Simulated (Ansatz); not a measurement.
The parent structure is AlOs in the CsCl type structure (space group Pm-3m, No. 221; a = 2.9928 Å; a cell from a computed database, its experimental status unchecked).

Level of theory: plane-wave PAW DFT at the PBEsol level (Ansatz, a quantum-chemistry and plane-wave program, 420 eV), without spin-orbit coupling.

For the base:

The lattice parameter a comes out as 2.993 Å.

It is then changed as follows: hydrostatic tension (pressure −1 GPa).

Predict the new lattice parameter a.

The lattice parameter a increases by 0.004 Å, from 2.993 Å to 2.997 Å.

Load acts through the strain it causes; cell and atoms are relaxed under it. No phonon test of stability was made. The final runs are not spin-polarised.
